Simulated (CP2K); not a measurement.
CP2K run on CdSe (F-43m, 2 atoms in the cell): self-consistent single point.

Computed with CP2K with PBE, GPW, DZVP-MOLOPT-SR-GTH basis, GTH-PBE potentials (GTH_POTENTIALS).

The change in words: lattice scaled by 0.98. Reference geometry:
```xyz
2
Lattice="4.2780 0.0000 0.0000 2.1390 3.7049 0.0000 2.1390 1.2350 3.4930" Properties=species:S:1:pos:R:3 pbc="T T T"
Cd     0.0000     0.0000     0.0000
Se     2.1390     1.2350     0.8732
```

Reference input (self-consistent single point, DFT PBE, GPW, DZVP-MOLOPT-SR-GTH basis, GTH-PBE potentials (GTH_POTENTIALS)): CUTOFF = 500 Ry; REL_CUTOFF = 60 Ry; SMEAR/METHOD = FERMI_DIRAC; ELECTRONIC_TEMPERATURE = 580.23 K; KPOINTS/SCHEME = MONKHORST-PACK 9 9 9; XC_FUNCTIONAL = PBE; Cd/BASIS_SET = DZVP-MOLOPT-SR-GTH-q12; Cd/POTENTIAL = GTH-PBE-q12; Se/BASIS_SET = DZVP-MOLOPT-SR-GTH-q6; Se/POTENTIAL = GTH-PBE-q6; METHOD = GPW; EPS_DEFAULT = 1e-11. This run's input differs from it in these lines:

```diff
@@ -63,5 +63,5 @@
     &CELL
-      A 4.27799600 0.00000000 0.00000000
-      B 2.13899800 3.70485300 0.00000000
-      C 2.13899800 1.23495100 3.49296900
+      A 4.19243600 0.00000000 0.00000000
+      B 2.09621800 3.63075600 0.00000000
+      C 2.09621800 1.21025200 3.42311000
       PERIODIC XYZ
```

Output, abridged:

```
 SCF WAVEFUNCTION OPTIMIZATION

  Step     Update method      Time    Convergence         Total energy    Change
     1 NoMix/Diag. 0.40E+00      -     1.57918014       -55.6456411329 -5.56E+01
     2 Broy./Diag. 0.40E+00      -     0.04340496       -55.5211137299  1.25E-01
     3 Broy./Diag. 0.40E+00      -     0.11115447       -55.5023281078  1.88E-02
     4 Broy./Diag. 0.40E+00      -     0.00551137       -55.5311176320 -2.88E-02
     5 Broy./Diag. 0.40E+00      -     0.00264975       -55.5465425391 -1.54E-02
     6 Broy./Diag. 0.40E+00      -     0.00145278       -55.5371900184  9.35E-03
   [... 7 lines left out ...]
    14 Broy./Diag. 0.40E+00      -     0.00000068       -55.5362191080  6.14E-06
    15 Broy./Diag. 0.40E+00      -     0.00000047       -55.5362164320  2.68E-06
    16 Broy./Diag. 0.40E+00      -     0.00000016       -55.5362152777  1.15E-06
    17 Broy./Diag. 0.40E+00      -     0.00000002       -55.5362152594  1.83E-08
  *** SCF run converged in    17 steps ***

  Overlap energy of the core charge distribution:               0.00000000588876
  Self energy of the core charge distribution:                -93.77011901959501
  Core Hamiltonian energy:                                     28.70746158302781
  Hartree energy:                                              18.28648544457233
  Exchange-correlation energy:                                 -8.76004318974111
  Electronic entropic energy:                                  -0.00000008352907
  Fermi energy:                                                 0.15784075308332

  Total energy:                                               -55.53621525937636
  Total energy (extrapolated to T->0):                        -55.53621521761183

   [... lines left out ...]

 STRESS| Analytical stress tensor [bar]
 STRESS|                        x                   y                   z
 STRESS|      x        9.13171607562E+04  -1.19278183103E-02  -8.43425829293E-03
 STRESS|      y       -1.19278183103E-02   9.13171905280E+04  -1.04561996284E-02
 STRESS|      z       -8.43425829293E-03  -1.04561996284E-02   9.13170415087E+04
 STRESS| 1/3 Trace                                             9.13171309310E+04
```

The run converged in 17 iterations. Against the reference run the free energy rises by 69.0 meV/atom, the pressure goes from 4.68 to 9.13 GPa and the gap on the mesh goes from 0.649 to 0.782 eV.

The starting cell has typed, rounded lattice constants, without a prior relaxation at this level. For this run, on top of that: lattice scaled by 0.98. Values carry the incompleteness of an atom-centred basis. With a pressure of about 9 GPa the cell is away from its equilibrium volume at this level.

Cost on one core of a shared machine: roughly 60 s.
